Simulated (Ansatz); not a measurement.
Consider GaAs in the zinc blende structure (space group F-43m, No. 216; a = 5.667 Å).

Level of theory: plane-wave PAW DFT at the r2SCAN level (Ansatz, a program for electronic structure, 500 eV), no spin-orbit coupling.

Before the change:

The gap character comes out as direct at Γ and the density is 5.28 g/cm³.

It is then changed as follows: a hydrostatic pressure of 45 GPa.

**Question.** What happens to the gap character?

**Answer.** The gap character changes from direct at Γ to indirect, Γ → X.

**Question.** Estimate the effect on the density.

**Answer.** The density goes up by 1.93 g/cm³ (5.28 g/cm³ → 7.21 g/cm³).

Load acts through the strain it causes; cell and atoms are relaxed under it. No phonon test of stability was made. Measured, GaAs leaves this structure (for a Cmcm phase) near 15 GPa (room temperature; as listed in arXiv:1906.07825).
